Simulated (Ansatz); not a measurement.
# Pressure series in CoSi2

Take CoSi₂ (space group Fm-3m, No. 225; a = 5.360 Å; non-magnetic) as the base.

Cell and atoms are relaxed at each pressure.

Calculations: Ansatz (a quantum-chemistry and plane-wave program), PBE, PAW, cutoff 420 eV, no SOC, earlier PAW set.

Notes on the quantities. enthalpy: H = E + PV relative to the base's energy.

```
variant                enthalpy  lattice parameter a
----------------  -------------  -------------------
base                          –              5.360 Å
pressure −2 GPa   -0.16 eV/atom              5.381 Å
pressure −1 GPa   -0.08 eV/atom              5.370 Å
pressure 1.8 GPa  +0.14 eV/atom              5.343 Å
pressure 4.2 GPa  +0.33 eV/atom              5.321 Å
pressure 9 GPa    +0.70 eV/atom              5.280 Å
pressure 18 GPa   +1.38 eV/atom              5.214 Å
pressure 30 GPa   +2.25 eV/atom              5.140 Å
pressure 45 GPa   +3.28 eV/atom                  ___
pressure 60 GPa   +4.27 eV/atom              4.998 Å
```

Q: Some entries are withheld; estimate them.

A: 
- pressure 45 GPa, lattice parameter a: 5.063 Å

Load acts through the strain it causes; cell and atoms are relaxed under it. Whether these cells are dynamically stable was not tested. Competing high-pressure phases were not computed. Seeded moments were not kept for the base. All final runs are without spin polarisation. An odd electron count without spin: CoSi2.
